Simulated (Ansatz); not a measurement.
# ScAl2 (Fd-3m): resistivity and electron-phonon coupling

Data:

```xyz
6
Lattice="0.0000 3.7633 3.7633 3.7633 0.0000 3.7633 3.7633 3.7633 0.0000" Properties=species:S:1:pos:R:3 pbc="T T T"
Sc     3.7633     3.7633     3.7633
Sc     5.6449     5.6449     5.6449
Al     0.9408     0.9408     0.9408
Al     0.9408     2.8224     2.8224
Al     2.8224     2.8224     0.9408
Al     2.8224     0.9408     2.8224
```

Method: PBEsol, DFPT electron-phonon coupling, linearised Boltzmann equation (plane waves, PAW, scalar-relativistic; Ansatz, a quantum-chemistry and plane-wave program). Geometry: relaxed with this functional, without spin-orbit coupling.

- resistivity at 300 K: 18.6 μΩ·cm
- electron mean free path at 300 K (weighted by the current that each state carries): 8.3 nm
- Hall coefficient at 300 K: 25 ×10⁻¹¹ m³/C

A metal at this level (no band gap). Only scattering by harmonic phonons is included (no impurities, grain boundaries, electron-electron scattering or thermal expansion). Spin-orbit coupling is left out. Halving the electron mesh (20x20x20) moves the resistivity by up to 4 % at 300 K, the mean free path by up to 2 %. Smearing 0.20 eV; phonons on a 3x3x3 q mesh, which this run doesn't test and which matters most at low temperature.

Computed structure with no diffraction record at hand here (it may be known, metastable or hypothetical): ScAl2 (Fd-3m).
